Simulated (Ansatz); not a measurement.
Take Ga$_{2}$O$_{3}$ (space group C2/m, No. 12; a = 12.255 Å, b = 3.039 Å, c = 5.808 Å, α = 90.00°, β = 103.81°, γ = 90.00°) as the base.

Computed with Kohn–Sham DFT with the r2SCAN functional, run in Ansatz (a quantum-chemistry and plane-wave program) with PAW and 500 eV plane waves, no spin-orbit coupling, earlier PAW set.

Before the change:

| Quantity | Value |
|---|---|
| Width of the top valence band | 0.69 eV |
| Smallest direct gap | 3.07 eV |
| Shortest interatomic distance | 1.833 Å |
| Gap character | indirect, k = (0.455, -0.455, -1/2) in the run's primitive reciprocal basis → Γ |

Modification: cell and atoms relaxed at a pressure of 0.9 GPa.

**Question.** Estimate the effect on the width of the top valence band.

**Answer.** The width of the top valence band remains 0.69 eV.

**Question.** What happens to the smallest direct gap?

**Answer.** The smallest direct gap increases by 0.04 eV (3.07 eV → 3.11 eV).

**Question.** What does the calculation give for the shortest interatomic distance after the change?

**Answer.** The shortest interatomic distance falls by 0.002 Å (1.833 Å → 1.831 Å).

**Question.** What does the calculation give for the gap character after the change?

**Answer.** The gap character is still indirect, k = (0.455, -0.455, -1/2) in the run's primitive reciprocal basis → Γ.

Load acts through the strain it causes; cell and atoms are relaxed under it. Whether these cells are dynamically stable was not tested.
